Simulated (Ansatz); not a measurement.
## WSe2: holes 2.0×10^21 cm⁻³

Start from WSe₂ (space group P6_3/mmc, No. 194; a = 3.2999 Å, c = 13.1513 Å; layered, stacked along the Cartesian z axis).

Modification: hole doping at 2.0×10^21 cm⁻³ (0.248 per cell), with a uniform compensating background at fixed cell and a 300 K Fermi–Dirac width.

Computed with Ansatz (a quantum-chemistry and plane-wave program) r2SCAN+rVV10, spin-orbit coupling left out. Γ-centred 16×16×4 mesh, Fermi–Dirac width 0.0259 eV.

| quantity | base | changed | shift |
|---|---|---|---|
| gap between the host's bands | 1.12 eV | 1.14 eV | +0.02 eV |
| gap character | indirect, Γ → K–Γ (47 % along) | indirect, Γ → K–Γ (47 % along) | – |
| Fermi level relative to the doped band's edge (positive inside the band; to 0.05 eV) | – | +0.45 eV | – |

Charged cell with a jellium background: band edges are those of the host's band count, energies are not comparable with the neutral cell, and many-body gap narrowing is missing. Spin-orbit coupling, missing from the scalar runs, can matter with W. Stability against distortions was not tested.
